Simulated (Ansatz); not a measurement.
**Cl on the 1x1 (111) surface of fcc Pd, one in a 2x2 cell, started at the site 'hollow Pd-Pd-Pd over Pd at depth 4.5 Å'**

All values below come from r2SCAN, at the PBE geometry (plane waves to 500 eV, PAW; Ansatz, a program for electronic structure).

Slab: 17 atoms, 6.8 Å thick at the start under the adsorbate (thin: gaps and levels are the slab's own); k 6x6x1, smearing 0.1 eV, dipole-corrected; single point; on the structure that PBE left under its start's symmetry; no spin, no spin-orbit, no U, no dispersion correction. At the end it is bonded to 3 Pd. In PBE it is, or lies within 0.03 eV of, the lowest of the starts that converged; the order may differ at this level.

| Property | Result |
|---|---|
| adsorption energy against ½ Cl2(g) at the same level | -2.05 eV |
| work function of the top face | 5.57 eV |
| change of the work function | 0.34 eV |
| change of the step from the bottom to the top vacuum level, against the clean slab | 0.37 eV |
| height of the binding atom over the mean of the host atoms within 0.3 Å of the top one | 1.828 Å |
| nearest host atoms of the binding atom | Pd at 2.45 Å, Pd at 2.45 Å, Pd at 2.45 Å |
| cost | around 3 core-minutes (rough) |

A negative adsorption energy means that the adsorbate is more stable on the surface than in its reference.
